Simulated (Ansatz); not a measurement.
**How the band gap of CaO (model structure, from the CsCl type, Pm-3m, No. 221) moves with the method**

No measured value is used here.

| level (code) | value (eV) |
|---|---|
| LDA (Ansatz) | 2.61 (indirect) |
| PBE (Ansatz) | 2.77 (indirect) |
| PBEsol (Ansatz) | 2.69 (indirect) |
| r²SCAN (Ansatz) | (withheld) |
| HSE06 (Ansatz) | 4.48 (indirect) |
| PBE0 (Ansatz) | (withheld) |
| r²SCAN0 (Ansatz) | 5.58 (indirect) |

Question: Some entries are withheld; supply them.

Answer: 
- r²SCAN (Ansatz, a first-principles code), value (eV): 3.27 (indirect)
- PBE0 (Ansatz), value (eV): 5.22 (indirect)

Computed values are for a static lattice.  Values are at the PBEsol cell. Cutoffs and k meshes differ between the levels. Ansatz's density-functional and Hartree–Fock values are scalar-relativistic unless marked +SOC, with PAW data made under PBE.

A model structure was made by putting elements into a prototype or built by hand; it is no filed structure, need not be a known phase, and can be a saddle point held by its symmetry.
